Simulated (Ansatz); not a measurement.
Start from Y in the hcp (Mg type) structure (space group P6_3/mmc, No. 194; a = 3.656 Å, c = 5.679 Å).

Calculations: PBE (Ansatz, an electronic-structure program, PAW, scalar-relativistic without spin-orbit coupling).

One change was made to it. Results:

```
quantity                          base    after
-----------------------------  -------  -------
shortest interatomic distance  3.538 Å  3.513 Å
band gap                          zero     zero
```

Task: Name the change that was made.
A. pressure 2.1 GPa
B. pressure 15 GPa
C. pressure 22.5 GPa
D. pressure 4.5 GPa
E. pressure 0.9 GPa

Result: E, pressure 0.9 GPa. For comparison, the shortest interatomic distance in the other runs: pressure 2.1 GPa gives 3.482 Å; pressure 15 GPa gives 3.264 Å; pressure 22.5 GPa gives 3.185 Å; pressure 4.5 GPa gives 3.428 Å.

Load acts through the strain it causes; cell and atoms are relaxed under it. Whether these cells are dynamically stable was not tested. No other phases were tried under pressure. The final runs are not spin-polarised.
